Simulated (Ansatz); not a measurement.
**C, response to strain**

The parent structure is C in the graphite type structure (space group P6_3/mmc, No. 194; a = 2.455 Å, c = 6.670 Å; layered, stacked along the Cartesian z axis). Axes: x lies along a and z along c of the hexagonal cell.

Strains are applied to the cell and any free atomic positions relax; under biaxial strain the out-of-plane vector relaxes too.

The values are results of r2SCAN+rVV10 (Ansatz, an electronic-structure program; PAW; 500 eV plane waves; spin-orbit coupling left out), earlier PAW set, not measurements.

Notes on the quantities. pressure: mean of the normal stresses, compression positive; energy relative to the base: free energy F.

| change | volume per atom | pressure | energy relative to the base |
|---|---|---|---|
| base | 8.71 Å³ | 0.0 GPa | 0 meV/atom |
| biaxial strain −4.85 %, plane normal [001], relaxed out of plane | 7.79 Å³ | 53.7 GPa | – |
| isotropic strain −0.96 % | 8.46 Å³ | 8.9 GPa | +6.7 meV/atom |
| isotropic strain +3.82 % | 9.74 Å³ | -26.7 GPa | +94 meV/atom |
| uniaxial strain ε_xx = +0.60 % | 8.76 Å³ | -2.5 GPa | +1.1 meV/atom |
| uniaxial strain ε_yy = −1.20 % | 8.60 Å³ | 5.4 GPa | +4.4 meV/atom |

A case with no gap was solved on a k-mesh chosen for an insulator, which is coarse for it. Whether these cells are dynamically stable was not tested.
